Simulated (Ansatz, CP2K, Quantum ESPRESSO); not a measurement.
**Code comparison for La2AsI2 (P-3m1, 5 atoms in the cell)**

Self-consistent single point.

```
CELL_PARAMETERS angstrom
      4.47682     0.00000     0.00000
     -2.23841     3.87704     0.00000
      0.00000     0.00000    11.34196
ATOMIC_POSITIONS crystal
  La 0.33333 0.66667 0.14806
  La 0.66667 0.33333 0.85194
  As 0.00000 0.00000 0.00000
  I  0.33333 0.66667 0.66483
  I  0.66667 0.33333 0.33517
```

Shared settings, as Ansatz (a program for electronic structure) writes them: kpoints.mp_grid.grid = 6 6 2; scf.occupations.method = fermi_dirac; scf.occupations.width = 0.1 eV. Potentials and cutoffs stand in the table.

```json
[
 {"code": "CP2K", "model": "PBEsol, GPW, DZVP-MOLOPT-SR-GTH basis, GTH-PBE potentials (GTH_POTENTIALS)", "pressure (GPa)": "-2.56", "largest force (eV/Å)": "0.279", "cutoff": "grid 500 Ry"},
 {"code": "Quantum ESPRESSO", "model": "PBEsol, SSSP 1.1.2 efficiency (PBE) pseudopotentials", "pressure (GPa)": "-3.12", "largest force (eV/Å)": "0.405", "cutoff": "50 Ry"},
 {"code": "Ansatz", "model": "PBEsol, PAW files made with PBE", "pressure (GPa)": "-3.20", "largest force (eV/Å)": "0.412", "cutoff": "default"}
]
```

Size of the force on each atom (eV/Å): Sizes of forces hide their directions.

| code | La1 | La2 | As3 | I4 | I5 |
|---|---|---|---|---|---|
| CP2K | 0.156 | 0.156 | 0.000 | 0.279 | 0.279 |
| Quantum ESPRESSO | 0.110 | 0.110 | 0.000 | 0.405 | 0.405 |
| Ansatz | 0.132 | 0.132 | 0.000 | 0.412 | 0.412 |

On Ansatz's run: spin-orbit coupling is off.

The spread over the programs that give each value: pressure within 0.64 GPa; largest force within 0.133 eV/Å.

CP2K uses small atom-centred bases, whose incompleteness enters pressures, forces and empty levels differently from a plane-wave cutoff. Ansatz's pressure is given at a fixed set of plane waves, as the other plane-wave codes print theirs. In the force vectors, CP2K (by 0.129) lies more than 0.08 eV/Å from the median of the plane-wave programs.

The starting cell comes from a database of computed structures (which also holds hypothetical and non-ambient phases and stackings), without a prior relaxation at this level. Its lattice was rescaled by a random factor within 2.5 % of one.

Left out of this page: Elk (not drawn, or without a comparable value); FLEUR (with a known weakness of the program).

Keys are those of Ansatz 0.2.
